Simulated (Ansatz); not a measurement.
The reference is SnTe in the rock salt structure (space group Fm-3m, No. 225; a = 6.2887 Å).

The change: cell and atoms relaxed at a pressure of 100 GPa.

Levels (all Ansatz, a first-principles code, PAW): PBEsol (420 eV, without spin-orbit coupling); r2SCAN (500 eV, no spin-orbit coupling).

The geometry is relaxed with PBEsol.

```
Item                 Value
---------------  ---------
PBEsol pressure  100.0 GPa
```

**Question.** Predict the pressure from r2SCAN.

**Answer.** The pressure goes up by 8.3 GPa to 108.3 GPa.

Single points use the geometry relaxed with PBEsol. Their cutoffs differ, which shifts pressures a little. Load acts through the strain it causes; cell and atoms are relaxed under it. Whether these cells are dynamically stable was not tested. No other phases were tried under pressure. The final runs are not spin-polarised.
